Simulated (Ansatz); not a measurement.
Cell and atoms of amorphous Al₂₈O₄₃Na₂:

```xyz
73
Lattice="9.4557 0.0192 -0.0619 0.0192 9.1272 -0.0891 -0.0619 -0.0891 9.3390" Properties=species:S:1:pos:R:3 pbc="T T T"
Al     7.3049     2.2080     3.2923
Al     4.9760     0.1316     7.4298
Al     0.7471     7.3488     3.1512
Al     2.6646     4.9770     2.5681
Al     2.3553     2.6249     4.8391
Al     2.3135     4.3307     7.7468
Al     5.5701     4.3155     7.8925
Al     2.1272     5.7336     5.2495
Al     4.3047     2.5944     0.1399
Al     6.2681     9.0089     2.3291
Al     3.4289     8.6878     4.4591
Al     7.2407     4.1964     0.7711
Al     7.8533     5.4632     3.1728
Al     4.2858     6.8603     6.5320
Al     8.5122     6.9435     5.4597
Al     2.2506     0.9463     7.5332
Al     6.2161     4.5749     5.1222
Al     1.3297     6.9795     7.6219
Al     1.6335     2.3566     1.9679
Al     8.1015     8.8776     7.2788
Al     0.0540     2.2380     8.8180
Al     5.0457     6.7220     2.5858
Al     0.2656     5.0618     0.7099
Al     9.0398     9.0459     1.1033
Al     4.5174     2.4031     3.2841
Al     7.3770     2.0060     6.2704
Al     0.3649     0.7991     4.8289
Al     6.6935     7.1363     8.9179
O      3.6449     6.1291     1.7620
O      6.0565     7.5967     1.2916
O      3.3976     2.1793     1.6124
O      2.8728     6.1466     7.2999
O      0.4902     1.4175     0.9514
O      3.5372     6.7522     4.8200
O      8.9042     8.7288     5.6654
O      1.5930     1.4309     5.9917
O      0.7822     7.7742     1.4659
O      1.1123     2.1212     3.6119
O      7.7448     3.6807     2.4444
O      1.4817     8.6323     8.1188
O      7.8721     8.5866     9.0966
O      7.9229     5.1758     5.0187
O      0.9886     5.4849     8.5772
O      8.2879     1.9196     4.7709
O      1.4394     5.7592     3.5718
O      3.7317     8.7026     6.2585
O      6.0427     5.5882     3.4442
O      0.7057     6.4469     6.0557
O      1.6800     2.6206     8.2793
O      5.9915     3.0871     0.1006
O      5.2503     5.3869     6.3858
O      6.4766     5.3783     8.9838
O      3.9013     1.1363     8.3783
O      8.5464     7.1049     3.6511
O      3.3560     3.7844     3.6540
O      6.6781     3.4987     6.7550
O      3.8897     3.9242     8.4178
O      3.6435     1.3785     4.4169
O      4.9202     8.3456     3.3758
O      8.6751     3.7050     9.1859
O      5.9184     2.9962     4.3283
O      6.4723     0.5498     6.7144
O      7.7846     7.0721     7.1682
O      7.9691     0.4470     2.5608
O      5.2099     7.6457     7.9916
O      5.8018     1.5616     2.3647
O      8.5929     1.5066     7.5260
O      1.5085     4.1032     1.5238
O      1.6184     8.6246     4.0082
O      2.1437     4.0688     5.9460
O      8.3273     5.7670     1.4234
Na     3.0067     8.0599     0.6301
Na     8.5447     4.8010     7.1565
```

These are PBE, scalar-relativistic without spin-orbit coupling (plane waves to 420 eV, PAW; Ansatz, a program for electronic structure) values and carry that method's errors.

Preparation: random packing, a CHGNet melt and quench, and a DFT relaxation. O atoms were pushed apart under 1.9 Å during the dynamics, to hinder bonds among them. The hot cell started wider than the set density and was brought back towards it in steps. It is the lowest in DFT energy of 2 quenches. It is a model cell: composition and starting density were chosen by hand, and all elements were melted together. No dispersion term was used. Its density started from a set value of 3.07 and ended at 3.07 g/cm³. The quench (nominally 410 K/ps over its main leg) was far faster than any real one, so the model tends to hold more defects than a real film. One small periodic cell is one sample of the glass; other quenches scatter about these values. The volume was held where the preparation left it and the shape relaxed, at a PBE pressure of 5.4 GPa. Stress components on the final sampling reach 5.4 GPa.

Cut-offs for bonds: Al-Al 2.66 Å, Al-O 2.40 Å, Al-Na 3.16 Å, O-O 1.58 Å, O-Na 2.78 Å, Na-Na 3.65 Å. Two cations that share two anions don't count as bonded, nor two that share one unless they lie closer than Al-Al 2.59 Å, Al-Na 3.07 Å, Na-Na 3.55 Å.

Problem. Give the coordination numbers, mean bond lengths and angles.

Solution. 
Mean coordination of Al by anions: 4.57 (12 with 4, 16 with 5); 1 close contacts or bonds to cations besides
Mean coordination of O: 3.19 (35 with 3, 8 with 4)
Mean coordination of Na by anions: 4.50 (1 with 3, 1 with 6); 1 close contacts or bonds to cations besides
Mean Al-O bond: 1.831 Å (spread 0.094 Å, 128 counted)
Mean O-Na bond: 2.387 Å (spread 0.096 Å, 9 counted)
Bond angle at Al: mean 107.3°, spread 24.0°
Bond angle at O: mean 113.5°, spread 18.7°
Bond angle at Na: mean 97.6°, spread 33.4°

Problem. List the pairs of like atoms that count as bonded by the rules above.

Solution. There are none by these rules.
